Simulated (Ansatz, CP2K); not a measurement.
Code comparison for LaAl2Cu3 (P1, 6 atoms in the cell)

Self-consistent single point, at a second geometry (atoms moved at random). First geometry:

```xyz
6
Lattice="2.6880 -4.5143 0.0000 2.6880 4.5143 0.0000 0.0000 0.0000 4.1709" Properties=species:S:1:pos:R:3 pbc="T T T"
La     0.0000     0.0000     0.0000
Al     1.3440    -2.2571     2.0854
Al     1.3440     2.2571     2.0854
Cu     2.6880    -1.4544     0.0000
Cu     2.6880     1.4544     0.0000
Cu     2.6880     0.0000     2.0854
```

Second geometry:
```
LaAl2Cu3
1.0
    2.68800    -4.51426     0.00000
    2.68800     4.51426     0.00000
    0.00000     0.00000     4.17089
La Al Cu
1 2 3
Direct
  0.98713   0.99658   0.00198
  0.50459   0.99842   0.49683
  0.01142   0.50738   0.48464
  0.65878   0.32670   0.00298
  0.33118   0.66622   0.00877
  0.50691   0.50471   0.50480
```

Shared settings, as Ansatz (an electronic-structure program) writes them: kpoints.mp_grid.grid = 5 5 6; scf.occupations.method = fermi_dirac; scf.occupations.width = 0.0073 Ry. Potentials and cutoffs stand in the table.

```
code                                                                         model  ΔF from the first geometry (meV/atom)  pressure (GPa)       cutoff
------  --------------------------------------------------------------------------  -------------------------------------  --------------  -----------
CP2K    PBEsol, GPW, TZVP-MOLOPT-SR-GTH basis, GTH-PBE potentials (GTH_POTENTIALS)                                   12.0           -0.29  grid 600 Ry
Ansatz                                             PBEsol, PAW files made with PBE                                   11.5           -2.03      default
```

On Ansatz's run: spin polarisation is off.

The spread over the programs that give each value: ΔF from the first geometry within 0.5 meV/atom; pressure within 1.74 GPa.

CP2K uses small atom-centred bases, whose incompleteness enters pressures, forces and empty levels differently from a plane-wave cutoff. Ansatz's pressure is given at a fixed set of plane waves, as the other plane-wave codes print theirs; with its correction for the finite basis it is -1.98 GPa.

The starting cell comes from a database of computed structures (which also holds hypothetical and non-ambient phases and stackings), without a prior relaxation at this level. Its lattice was rescaled by a random factor within 2.5 % of one. For this run, on top of that: atoms moved at random.

Keys are those of Ansatz 0.2.
